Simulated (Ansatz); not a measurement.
Base system: ZnSiP2 in the chalcopyrite structure (space group I-42d, No. 122).

```
ZnSiP2
1.0
   -2.67654     2.67654     5.22259
    2.67654    -2.67654     5.22259
    2.67654     2.67654    -5.22259
Zn Si P
2 2 4
Cartesian
  0.00000   0.00000   0.00000
  0.00000   2.67654   2.61129
  0.00000   0.00000   5.22259
  2.67654   0.00000   2.61129
  1.26036   1.33827   6.52823
  1.33827  -1.26036   3.91694
  1.41617   1.33827   1.30565
  1.33827   3.93690  -1.30565
```

Cartesian axes are those of the cell as printed.

Computed with PBEsol, PAW, 420 eV (Ansatz, a program for electronic structure; no spin-orbit coupling).

Before the change:

- Electron mass = 1.4 mₑ along c, 0.25 mₑ across (at Γ)
- Gap character = direct at Γ

Now apply this change: the cell is stretched by 0.75 % along x with no lateral relaxation, atoms relaxed at fixed cell.

Q: What happens to the electron mass, energy relative to the base, stress and gap character?

A: The electron mass goes from 1.4 mₑ along c, 0.25 mₑ across (at Γ) to 1.4 mₑ along z, 0.25 mₑ across (at Γ); the energy goes up by 0.5 meV/atom; the stress (xx, yy, zz, yz, xz, xy; compression positive) comes out as (-1.07, -0.47, -0.50, 0.00, 0.00, 0.00) GPa; the gap character remains direct at Γ.

The cells carry an imposed strain or load. Masses are band curvatures over ±0.01 Å⁻¹ around the edge. Stability against distortions was not tested. k-point labels follow each cell's own Brillouin zone.
